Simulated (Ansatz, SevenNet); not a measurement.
# MoP (P-6m2, No. 187; start mp-219): properties by level of theory

```json
[
 {"level (code)": "SevenNet-0 (SevenNet)", "lattice parameter a (Å)": "___", "c axis length (Å)": "3.194"},
 {"level (code)": "LDA (Ansatz)", "lattice parameter a (Å)": "3.191", "c axis length (Å)": "___"},
 {"level (code)": "PBEsol (Ansatz)", "lattice parameter a (Å)": "3.206", "c axis length (Å)": "___"},
 {"level (code)": "PBE-D4 (Ansatz)", "lattice parameter a (Å)": "3.206", "c axis length (Å)": "3.178"}
]
```

Task: What belongs in the gaps?

Result: 
- SevenNet-0 (SevenNet), lattice parameter a (Å): 3.249
- LDA (Ansatz, an electronic-structure program), c axis length (Å): 3.157
- PBEsol (Ansatz), c axis length (Å): 3.174

Caveats: the relaxation could not lower the start's symmetry, so the cell can be a saddle point above a distorted one (SevenNet-0, LDA, PBEsol, PBE-D4). Ansatz's density-functional and Hartree–Fock values are scalar-relativistic unless marked +SOC, with PAW data made under PBE.

The computed numbers hold no vibrational or temperature effects.

A start named mp-… is a Materials Project structure, which can be a computed phase never made.
